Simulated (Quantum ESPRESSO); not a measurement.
# Short convergence ladders for TiAl (Pm-3m, 2 atoms in the cell)

```
CELL_PARAMETERS angstrom
      3.16316     0.00000     0.00000
      0.00000     3.16316     0.00000
      0.00000     0.00000     3.16316
ATOMIC_POSITIONS crystal
  Ti 0.00000 0.00000 0.00000
  Al 0.50000 0.50000 0.50000
```

Base method: LDA (PZ), PSlibrary PAW (LDA) pseudopotentials (plane waves; Quantum ESPRESSO).

Base settings: ecutwfc = 60 Ry; ecutrho = 660 Ry; occupations = smearing; smearing = gauss; degauss = 0.0073499 Ry; potentials = {Ti: Ti.pz-spn-kjpaw_psl.1.0.0.UPF, Al: Al.pz-n-kjpaw_psl.1.0.0.UPF}; K_POINTS = automatic 5 5 5 0 0 0; conv_thr = 1e-10 Ry; mixing_beta = 0.3.

Core times come from one kind of shared machine, to one figure; runs under 30 s give none.

**Zone-centre phonons against the cutoff**

In this ladder: ph.x.tr2_ph = 1e-14; ph.x.fildyn = dyn.G; dynmat.x.fildyn = dyn.G; dynmat.x.asr = simple. Moved along: ecutrho.

The mesh stays at the base's, so the ladder's end is converged at best in this setting alone.

Frequencies are those of the unrelaxed cell, without the LO-TO term of polar crystals.

Only quantities that move along the ladder and can be compared are tabulated.

```csv
ecutwfc,highest zone-centre frequency (cm⁻¹)
30 Ry,316.2
36 Ry,312.5
42 Ry,311.8
51 Ry,312.0
60 Ry,312.0
72 Ry,311.8
90 Ry,312.1
```

Coarsest ecutwfc that holds the highest zone-centre frequency within 2 cm⁻¹ of the last step, with all finer ones: 36 Ry; the step before is off by 4.1 cm⁻¹.

**Zone-centre phonons against the mesh**

In this ladder: ph.x.tr2_ph = 1e-14; ph.x.fildyn = dyn.G; dynmat.x.fildyn = dyn.G; dynmat.x.asr = simple.

Frequencies are those of the unrelaxed cell, without the LO-TO term of polar crystals.

Only quantities that move along the ladder and can be compared are tabulated.

| K_POINTS | highest zone-centre frequency (cm⁻¹) | core time / last (rough) |
|---|---|---|
| automatic 3 3 3 0 0 0 | 308.5 | 0.2 |
| automatic 4 4 4 0 0 0 | 316.7 | 0.2 |
| automatic 7 7 7 0 0 0 | 309.9 | 0.3 |
| automatic 8 8 8 0 0 0 | 309.4 | 0.3 |
| automatic 12 12 12 0 0 0 | 309.3 | 0.8 |
| automatic 15 15 15 0 0 0 | 309.7 | 1 |

Coarsest K_POINTS that holds the highest zone-centre frequency within 1 cm⁻¹ of the last step, with all finer ones: automatic 7 7 7 0 0 0, at about 0.3 of the last step's time; the step before is off by 6.9 cm⁻¹.

On the base run: the starting cell comes from a database of computed structures (which also holds hypothetical and non-ambient phases and stackings), without a prior relaxation at this level. Its lattice was rescaled by up to half a per cent. Spin polarisation is off. In the base run, with a pressure of about -4 GPa the cell is away from its equilibrium volume at this level. Without a gap this mesh is coarse (it stands for a supercell whose shortest vector is 16 Å).
